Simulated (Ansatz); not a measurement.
The starting structures come from a database of crystals and need not be the phases stable at ambient conditions.

 Where the default PAW files enter, the runs use the earlier of Ansatz's two default sets.

By PBEsol, the system below comes out a metal.

Without scattering a metal conducts by its projected Fermi surface.

Given:

```
Al
1.0
    4.89665     0.00000     0.00000
    0.00000     9.18599     0.00000
    2.44832     0.00000     1.41354
Al
4
Direct
  0.00000   0.00000   0.00000
  0.00000   0.50000   0.00000
  0.66667   0.25000   0.00000
  0.33333   0.75000   0.00000
```

Space group of this cell: P6_3/mmc. The cell is taken as given; by PBEsol its mean pressure is 1.8 GPa.

The current flows along the normal of the first two printed cell vectors, the (110) plane of the conventional cell. No spin-orbit coupling; the value is a mean over 0.1 eV about the Fermi level.

Predict the ballistic conductance per area from PBEsol run with Ansatz (an electronic-structure program).

1.3 × 10¹⁵ S/m² for both spins.
